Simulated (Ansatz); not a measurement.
The starting structures come from a database of crystals and need not be the phases stable at ambient conditions.

Inside the gap of an insulator the Bloch states are evanescent, with a wavenumber k + iκ along the transport direction.

```
CELL_PARAMETERS angstrom
      5.44660     0.00000     0.00000
     -2.72330     8.44966     0.00000
      0.00000     0.00000     5.46402
ATOMIC_POSITIONS crystal
  Bi 0.17338 0.34676 0.52466
  Bi 0.82662 0.65324 0.47534
  Bi 0.32662 0.65324 0.02466
  Bi 0.67338 0.34676 0.97534
  Mo 0.00000 0.00000 0.00000
  Mo 0.50000 0.00000 0.50000
  O  0.89028 0.78056 0.08088
  O  0.10972 0.21944 0.91912
  O  0.60972 0.21944 0.58088
  O  0.39028 0.78056 0.41912
  O  0.49886 0.49772 0.25000
  O  0.50114 0.50228 0.75000
  O  0.00114 0.50228 0.75000
  O  0.99886 0.49772 0.25000
  O  0.27024 0.04048 0.25000
  O  0.72976 0.95952 0.75000
  O  0.22976 0.95952 0.75000
  O  0.77024 0.04048 0.25000
```

Space group of this cell: Cmce. The cell is taken as given; by r2SCAN its mean pressure is -7.4 GPa.

Transport runs along the normal of the first two printed cell vectors.

No gap correction and no spin-orbit coupling; mid-gap values are interpolated between computed energies.

**Question.** Estimate the band gap and the smallest decay constant κ at mid-gap that r2SCAN in Ansatz (a quantum-chemistry and plane-wave program) returns for this system.

**Answer.** Gap 0.44 eV on a 6×6×6 mesh; κ = 0.116 1/Å, at the zone centre.
